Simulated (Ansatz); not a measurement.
System: GeSiO₃ (model structure, started from the PbTiO3 type, P4mm, No. 99, 5 atoms in the cell). Method: PBEsol+SOC (Ansatz, a first-principles code, plane waves, PAW).

Settings: plane-wave cutoff 520 eV, 10×10×8 k mesh (along the axes of the cell as run), Fermi–Dirac smearing 0.01 eV, PAW data made under PBE.

Cell (relaxed with PBE-D3(BJ)):

```
GeO3Si
1.0
    3.42231     0.00000     0.00000
    0.00000     3.42231     0.00000
    0.00000     0.00000     4.45572
Si Ge O
1 1 3
Direct
  0.50000   0.50000   0.60443
  0.00000   0.00000   0.15210
  0.00000   0.50000   0.48308
  0.50000   0.00000   0.48308
  0.50000   0.50000   0.96752
```

Q: Give the computed band gap, smallest direct gap on the k points sampled and Γ–Γ gap.

A: 
* **band gap**: 1.67 eV (indirect)
* **smallest direct gap on the k points sampled**: 2.43 eV
* **Γ–Γ gap**: 4.46 eV

Note: the relaxation could raise the start's symmetry but not lower it, so the cell can be a saddle point; cell and atoms aren't relaxed at this level (largest force component 0.13 eV/Å, pressure -2.6 GPa).

The computed numbers hold no vibrational or temperature effects.

The result took very roughly 100 core-seconds.

A model structure was made by putting elements into a prototype or built by hand; it is no filed structure, need not be a known phase, and can be a saddle point held by its symmetry.
